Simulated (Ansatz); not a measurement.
## A computed series for hypothetical P4_2/mnm BAs: carrier doping

Base system: BAs (space group P4_2/mnm, No. 136; a = 5.889 Å, c = 3.389 Å; a hypothetical phase, not in the database extracts checked).

Carriers are added at fixed cell with a uniform background; the Fermi–Dirac width is that of 300 K.

Level of theory: DFT with PBE, PAW potentials and a 420 eV plane-wave cutoff in Ansatz (a program for electronic structure), scalar-relativistic without spin-orbit coupling.

Notes on the quantities. Fermi level from band edge: Fermi level relative to the doped band's edge (positive inside the band; to 0.05 eV).

```tsv
hole density (10^21 cm⁻³)	Fermi level from band edge (eV)
2	0.60
3	?
5	1.00
7	1.15
```

Fit E_F = C n^s, fitted as a line in log–log form (a parabolic band gives s = 2/3) to the rows shown and predict the withheld row.

Least squares on the printed values gives C = 0.42 eV, s = 0.53 (largest residual 0.02 eV); this predicts 0.75 eV, and the run gives 0.80 eV, in agreement.

Charged cell with a jellium background: band edges are those of the host's band count, energies are not comparable with the neutral cell, and many-body gap narrowing is missing. No phonon test of stability was made.
